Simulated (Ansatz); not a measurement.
Results of PBE-D3(BJ) (Ansatz, a quantum-chemistry and plane-wave program, PAW) for NiAs-type NiSb.

Settings: plane-wave cutoff 520 eV, 18×18×12 k mesh (along the axes of the cell as run), Fermi–Dirac smearing 0.05 eV, no spin polarisation, scalar-relativistic PAW data made under PBE.

A third-order Birch–Murnaghan fit to the energies gives V0 = 16.974 Å³/atom, B0 = 123 GPa, B′ = 5.0.

| V (Å³/atom) | P (GPa) |
|---|---|
| 16.295 | 5.55 |
| 16.635 | [?] |
| 16.974 | 0.00 |
| 17.314 | -2.31 |
| 17.653 | [?] |

**Question.** Estimate the withheld pressures from this fit; the answers are the runs' own values.

**Answer.** 
- 16.635, P (GPa): 2.61
- 17.653, P (GPa): -4.37

The formula P = (3/2) B0 (x^(7/3) − x^(5/3)) [1 + (3/4)(B′ − 4)(x^(2/3) − 1)] with x = V0/V meets the computed pressures within 0.02 GPa when these rounded values are put in.

Shape and atoms are relaxed at each volume.

Note: the bulk modulus comes from volumes at which shape and atoms were relaxed.

Spin–orbit coupling is not included.

Static lattice: no zero-point or thermal effects.
